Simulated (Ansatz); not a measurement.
Results of r²SCAN+rVV10 in Ansatz (plane waves, PAW) for LiF (model structure, F-43m, No. 216, 2 atoms in the cell).

Settings: plane-wave cutoff 560 eV, 14×14×14 k mesh, Fermi–Dirac smearing 0.01 eV, scalar-relativistic PAW data made under PBE.

Computed at the level's own relaxed cell.

```
LiF
1.0
    0.00000     2.13624     2.13624
    2.13624     0.00000     2.13624
    2.13624     2.13624     0.00000
Li F
1 1
Direct
  0.00000   0.00000   0.00000
  0.25000   0.25000   0.25000
```

List the 5 lowest band energies at Γ above −25 eV (eV, relative to the valence band maximum), grouping those that round alike.

At Γ: -20.49, 0.00 (×3), 8.65.

Note: the relaxation could raise the start's symmetry but not lower it, so the cell can be a saddle point.

A model structure was made by putting elements into a prototype or built by hand; it is no filed structure, need not be a known phase, and can be a saddle point held by its symmetry.

Ansatz is a first-principles code.
